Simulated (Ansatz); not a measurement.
Input:

End structure of Br on the 1x1 (110) surface of bcc Mo, one in a 2x2 cell, started at the site 'hollow Mo-Mo-Mo':

```
CELL_PARAMETERS angstrom
      5.47470     0.00000     0.00000
     -1.82490     5.16159     0.00000
      0.00000     0.00000    26.00000
ATOMIC_POSITIONS crystal
  Mo 0.25000 0.25000 0.37429
  Mo 0.25000 0.75000 0.37429
  Mo 0.75000 0.25000 0.37429
  Mo 0.75000 0.75000 0.37429
  Mo 0.00000 0.00000 0.45665
  Mo 0.00000 0.50000 0.45665
  Mo 0.50000 0.00000 0.45665
  Mo 0.50000 0.50000 0.45665
  Mo 0.24956 0.25044 0.54315
  Mo 0.24972 0.74907 0.54388
  Mo 0.75093 0.25028 0.54388
  Mo 0.75223 0.74777 0.54186
  Mo 0.00593 0.99878 0.62673
  Mo 0.98935 0.51065 0.62774
  Mo 0.50702 0.99298 0.62433
  Mo 0.50122 0.49407 0.62673
  Br 0.17162 0.32838 0.70796
```

Set-up: 17 atoms, 6.5 Å thick at the start under the adsorbate (thin: gaps and levels are the slab's own); mesh 6x6x1; 0.1 eV smearing; dipole correction on; 8 atoms held, the rest relaxed; start symmetry kept, larger cells not searched; no spin, no spin-orbit, no U, no dispersion correction. At the end it is bonded to 3 Mo. In PBE it is, or lies within 0.03 eV of, the lowest of the starts that converged.

A negative adsorption energy means that the adsorbate is more stable on the surface than in its reference.

Give the change of the work function at the level PBE run with Ansatz (a first-principles code).

-0.33 eV

What work function of the top face does PBE give?

4.26 eV

What change of the step from the bottom to the top vacuum level, against the clean slab does PBE give?

-0.28 eV

Estimate the adsorption energy against ½ Br2(g) that PBE returns for this input.

-2.63 eV
